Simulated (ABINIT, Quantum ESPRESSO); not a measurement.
An ABINIT input for a self-consistent single point of Al (Fm-3m, 1 atom in the cell) (DFT, PBE, plane waves, norm-conserving pseudopotentials (PseudoDojo nc-sr-05 PBE standard)):

```
# Al, PseudoDojo nc-sr-05 PBE standard
pp_dirpath "./"
pseudos "Al.upf"
acell 2.9159301747 2.9159301747 2.9159301747 Angstrom
rprim
         0.0000000000    0.7071067812    0.7071067812
         0.7071067812    0.0000000000    0.7071067812
         0.7071067812    0.7071067812    0.0000000000
natom 1
ntypat 1
znucl 13
typat 1
xcart
         0.0000000000    0.0000000000    0.0000000000
      Angstrom
ecut 40 Ry
occopt 7
tsmear 0.00183747
nband 7
kptopt 1
ngkpt 11 11 11
nshiftk 1
shiftk 0 0 0
nstep 60
toldfe 1.0e-09
prtwf 0
prtden 0
enunit 2
```

### Question
Translate this input to Quantum ESPRESSO.

### Answer
One input that does it (others would too):

```fortran
&CONTROL
  calculation = 'scf'
  prefix = 'pwscf'
  outdir = './tmp'
  pseudo_dir = './'
  tprnfor = .true.
  tstress = .true.
/
&SYSTEM
  ibrav = 2
  celldm(1) = 7.79275433
  nat = 1
  ntyp = 1
  ecutwfc = 35
  ecutrho = 210
  occupations = 'smearing'
  smearing = 'gauss'
  degauss = 0.0036749
/
&ELECTRONS
  conv_thr = 1.0e-11
/
ATOMIC_SPECIES
Al    26.9815  Al.pbe-n-kjpaw_psl.1.0.0.UPF
ATOMIC_POSITIONS {crystal}
Al    0.00000000    0.00000000    0.00000000
K_POINTS {automatic}
11 11 11  0 0 0
```

Basis settings and potentials, where a program has them, do not carry over. This input uses DFT, PBE, plane waves, PSlibrary PAW (PBE, semicore) pseudopotentials. Both were run: pressure -4.36 GPa in ABINIT and -4.21 in Quantum ESPRESSO.

On ABINIT: the starting cell comes from a database of computed structures (which also holds hypothetical and non-ambient phases and stackings), without a prior relaxation at this level. Its lattice was rescaled by a random factor within 2.5 % of one. With a pressure of about -4 GPa the cell is away from its equilibrium volume at this level.

On Quantum ESPRESSO: the starting cell comes from a database of computed structures (which also holds hypothetical and non-ambient phases and stackings), without a prior relaxation at this level. Its lattice was rescaled by a random factor within 2.5 % of one. With a pressure of about -4 GPa the cell is away from its equilibrium volume at this level.
